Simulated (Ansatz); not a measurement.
## W vacancy + F interstitial in bcc W

These are PBE, PAW (plane waves to 420 eV; Ansatz, a first-principles code) values and carry that method's errors. Set-up: 54-site cell; 4×4×4 shifted k-points; start: the W site; off centre in the vacancy; no spin–orbit coupling; energies good to tenths of an eV; the relaxation kept the symmetry of the starting site; relaxed from one start, so a lower configuration may exist.

Neighbours after relaxation, in Å: of the emptied site: F 0.99; of the F atom: W 2.26, W 2.37, W 2.37, W 2.37, W 2.37.

Formation energies E_f are those of the neutral cell. Chemical conditions: impurity bounded by its compound with the host (Δμ(W) = 0.00 eV, Δμ(F) = -3.18 eV, bounded by WF6 (Pnma); only phases computed here count, gases as isolated molecules at 0 K). Reference phases: F: F2 molecule in a box, W: bcc W.

```
charge         moment (μB)  point group  largest move off a lattice site (Å)  E_f, impurity bounded by its compound with the host (eV)
------  ------------------  -----------  -----------------------------------  --------------------------------------------------------
0       not spin-polarised          C4v                                 0.07                                                      5.26
```

Point groups are those of the whole cell at tolerances of 0.03 and 0.1 Å ("near" where only the looser one holds); none is given for unsettled states.
